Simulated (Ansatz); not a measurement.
An Ansatz (an electronic-structure program) run: Cs2AgBiBr6 with a change (pressure 45 GPa); Ansatz, PBE, PAW, cutoff 420 eV, without spin-orbit coupling, earlier PAW set.

Input:

Ansatz 0.2 input:
```yaml
crystal:
  lattice:
    - [0, 4.945907008, 4.945907008]
    - [4.945907008, 0, 4.945907008]
    - [4.945907008, 4.945907008, 0]
  atoms:
    - { symbol: Cs, position: [0.25, 0.25, 0.25] }
    - { symbol: Cs, position: [0.75, 0.75, 0.75] }
    - { symbol: Ag, position: [0.5, 0.5, 0.5] }
    - { symbol: Bi, position: [0, 0, 0] }
    - { symbol: Br, position: [0.7426148413, 0.2573851587, 0.2573851587] }
    - { symbol: Br, position: [0.2573851587, 0.7426148413, 0.7426148413] }
    - { symbol: Br, position: [0.2573851587, 0.7426148413, 0.2573851587] }
    - { symbol: Br, position: [0.7426148413, 0.2573851587, 0.7426148413] }
    - { symbol: Br, position: [0.2573851587, 0.2573851587, 0.7426148413] }
    - { symbol: Br, position: [0.7426148413, 0.7426148413, 0.2573851587] }
basis: { ecutwfc: 420, ecutrho_ratio: 4, xc_grid: 2, fft_grid_basis: typed }
kpoints: { mp_grid: { grid: [5, 5, 5] } }
hamiltonian:
  xc: pbe
  dispersion: none
  pseudopotentials: { azcp: { folder: ./paw }, kind: paw }
scf: { occupations: { method: fermi_dirac, width: 0.05 } }
relax: { f_tol: 0.01, max_steps: 60, cell: { stress_tol: 0.02, p_target: 45.0 } }
output: { forces: true, stress: true }
checkpoint: { write: state.ck, write_every: 1000 }
```

Output (explanatory and most iteration lines left out):

```
Relaxation: its limit of steps is 60 (relax.max_steps)
Pseudopotential: Cs, paw, valence charge 9
Pseudopotential: Ag, paw, valence charge 19
Pseudopotential: Bi, paw, valence charge 15
Pseudopotential: Br, paw, valence charge 7
Crystal: 10 atoms, lattice volume = 241.974 Å³
Basis set: ecut = 420 eV, 4693 PW (Γ), exchange–correlation on 96×96×96 points (8 copies of the dense FFT grid, shifted against one another)
Bands: 57, of which v1, the nominal top of the filled ones, is band 47 counted from 1 (46 counted from 0)
Symmetry: 48 space group operations
Space group: Fm-3m (ITA 225), of the structure as read, at distance tolerance 6.2e-5 Å
k-points: 10 of 125
Functional: x = pbe(κ = 0.804, μ = 0.2195149727645171), c = pbe(β = 0.06672455060314922)
SCF iter   1: F=—  HF=-48035.964814 eV  |F-HF|=—  |Δ(HF+E_count)|=         —  Δρ=2.90e-2  dr2=3.91e0  ethr=3.10e-3  ⟨swp⟩=9.6  Hψ=2586  notcnv=0
SCF iter   2: F=—  HF=-48034.717091 eV  |F-HF|=—  |Δ(HF+E_count)|=    1.25e0  Δρ=1.38e-2  dr2=1.27e0  ethr=3.10e-3  ⟨swp⟩=2.9  Hψ=980  notcnv=0  defer=20
SCF 1 converged in 8 iterations: F = -48034.144429 eV  dr2 = 4.70e-8
relax step   1: F+E_penalty+E_count = -48034.14442878 eV  Δ(F+E_penalty+E_count) = +0.000e0 eV  max|allowed force component| = 3.387e-4 eV/Å  Δτ_max = 0.0000 Å  P = +30.003 GPa  Ω = 241.974 Å³  (8 SCF iters, dr2 threshold 1.00e-7 eV, accepted)
[... steps on the carried basis left out ...]
relax step   6: F+E_penalty+E_count = -48029.31351120 eV  Δ(F+E_penalty+E_count) = +3.228e-3 eV  max|allowed force component| = 3.047e-3 eV/Å  Δτ_max = 0.0000 Å  P = +44.998 GPa  Ω = 221.056 Å³  stress off target by 2.20e-3 GPa  SCF on the basis re-selected at this cell (its energy is not comparable with the rows above)  (6 SCF iters)
SCF converged after 6 iterations
Free energy (F): -48029.313511 eV
Internal energy: -48029.312904 eV  (E = F + TS)
E sigma→0 (E₀):  -48029.313208 eV
Entropy (-TS):   -0.000607 eV (-0.061 meV/atom)
Fermi energy:    12.845880 eV
--- Forces (eV/Å), atoms counted from 1 ---
  atom   1  Cs     0.00000000     0.00000000     0.00000000
  atom   2  Cs    -0.00000000    -0.00000000     0.00000000
  atom   3  Ag     0.00000000    -0.00000000     0.00000000
  atom   4  Bi    -0.00000000     0.00000000    -0.00000000
  atom   5  Br    -0.00304746     0.00000000     0.00000000
  atom   6  Br     0.00304746    -0.00000000     0.00000000
  atom   7  Br     0.00000000    -0.00304746     0.00000000
  atom   8  Br    -0.00000000     0.00304746     0.00000000
  atom   9  Br     0.00000000    -0.00000000    -0.00304746
  atom  10  Br    -0.00000000    -0.00000000     0.00304746
--- Stress (GPa, compression-positive) ---
       44.997797      -0.000000      -0.000000
       -0.000000      44.997797      -0.000000
       -0.000000      -0.000000      44.997797
  P = ⅓ Tr σ = 44.9978 GPa (449.978 kbar)
--- Relaxed structure (5 steps of the walk, 5 accepted, 1 SCFs on fresh bases) ---
  cell:  # Å, volume = 221.0558 Å³
    - [-1.90917220739039e-33, 4.799072103977352, 4.799072103977352]
    - [4.799072103977352, -5.577840073445567e-33, 4.799072103977352]
    - [4.799072103977352, 4.799072103977352, -5.45204807519828e-33]
  atoms:
    - { symbol: Cs, position: [0.25, 0.25, 0.25] }
    - { symbol: Cs, position: [0.75, 0.75, 0.75] }
    - { symbol: Ag, position: [0.5, 0.5, 0.5] }
    - { symbol: Bi, position: [3.4854708175135167e-19, -1.4248780071596283e-19, -6.79557203414587e-20] }
    - { symbol: Br, position: [0.7425237262189155, 0.25747627378108445, 0.2574762737810845] }
    - { symbol: Br, position: [0.2574762737810845, 0.7425237262189155, 0.7425237262189155] }
    - { symbol: Br, position: [0.25747627378108445, 0.7425237262189155, 0.2574762737810845] }
    - { symbol: Br, position: [0.7425237262189155, 0.2574762737810845, 0.7425237262189155] }
    - { symbol: Br, position: [0.25747627378108445, 0.25747627378108445, 0.7425237262189155] }
    - { symbol: Br, position: [0.7425237262189155, 0.7425237262189155, 0.2574762737810845] }
```

Spin-orbit coupling, missing from the scalar runs, can matter with Bi. Load acts through the strain it causes; cell and atoms are relaxed under it. Stability against distortions was not tested. Competing high-pressure phases were not computed. No Hubbard U is applied, and correlation can decide whether such a compound is a metal. The final runs are not spin-polarised. The cell was made from Cs2AgBiBr6 (space group Fm-3m, No. 225) by this change: pressure 45 GPa.
